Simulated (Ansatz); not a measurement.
Partial pair distribution functions of a relaxed model of amorphous Cu$_{12}$Au$_{2}$Te$_{34}$, broadened by 0.06 Å; density 7.54 g/cm³. Level of theory: PBE-D3(BJ), scalar-relativistic without spin-orbit coupling, PAW (Ansatz default set, large-core Te) (plane waves to 420 eV; Ansatz, a quantum-chemistry and plane-wave program).

It comes from a melt-quench run on a machine-learned potential (CHGNet), relaxed afterwards by DFT. The hot cell started wider than the set density and was brought back towards it in steps. It is the lowest in DFT energy of 3 quenches. It is a model cell: composition and starting density were chosen by hand, and all elements were melted together. The geometry includes D3(BJ) dispersion. Its density started from a set value of 6.62 and ended at 7.54 g/cm³. Cooling (nominally 79 K/ps over its main leg) ran many orders faster than in experiment, which tends to leave more defects and strain. A cell of this size samples the disorder only roughly. Volume and shape were free in the relaxation. Stress components on the final sampling reach 1.0 GPa. On a 2×2×2 Γ-centred mesh force components of up to 0.37 eV/Å stay, since the relaxation ran on one k-point at (1/4, 1/4, 1/4).

```
r (Å)  g Te-Te  g Cu-Te  g Cu-Cu
-----  -------  -------  -------
2.30      0.00     0.00     0.00
2.40      0.00     0.23     0.03
2.50      0.00     2.96     1.49
2.60      0.00     7.15     6.13
2.70      0.01     5.00     5.69
2.80      0.37     2.08     1.77
2.90      1.36     0.55     0.15
3.00      1.97     0.39     0.82
3.10      2.21     0.44     0.53
3.20      1.67     0.23     0.02
3.30      1.68     0.17     0.00
3.40      1.06     0.25     0.00
3.50      0.89     0.62     0.00
3.60      0.73     0.70     0.04
3.70      1.30     0.31     0.60
3.80      1.77     0.48     1.06
3.90      1.76     1.17     0.80
4.00      1.65     1.44     0.70
4.10      1.77     1.55     0.82
4.20      1.46     1.57     0.31
4.30      1.16     1.16     0.08
4.40      1.24     0.96     0.47
4.50      1.22     1.05     0.67
4.60      1.01     1.71     0.84
4.70      0.74     1.60     1.16
4.80      0.71     0.82     1.44
```

Within 3.31 Å each Te has 3.00 Te neighbours on average.
